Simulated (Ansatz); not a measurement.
## Cl on the 1x1 (0001) surface of hcp Sc, one in a 2x2 cell, started at the site 'hollow Sc-Sc-Sc'

Method: r2SCAN, at the PBE geometry (plane waves to 500 eV, PAW; Ansatz, an electronic-structure program).

Slab: 17 atoms, 7.6 Å thick at the start under the adsorbate (thin: gaps and levels are the slab's own); k 5x5x1, smearing 0.1 eV, dipole-corrected; single point; on the structure that PBE left under its start's symmetry; no spin, no spin-orbit, no U, no dispersion correction. At the end it is bonded to 3 Sc. In PBE it is, or lies within 0.03 eV of, the lowest of the starts that converged; the order may differ at this level.

The adsorption energy against ½ Cl2(g) at the same level is -99.1 kcal/mol and the work function of the top face is 3.42 eV. The change of the work function comes out as -0.23 eV. The change of the step from the bottom to the top vacuum level, against the clean slab is -0.24 eV and the height of the binding atom over the mean of the host atoms within 0.3 Å of the top one is 1.869 Å. The nearest host atoms of the binding atom is Sc at 2.63 Å, Sc at 2.63 Å, Sc at 2.63 Å and the cost is roughly 110 core-seconds.

A negative adsorption energy means that the adsorbate is more stable on the surface than in its reference.
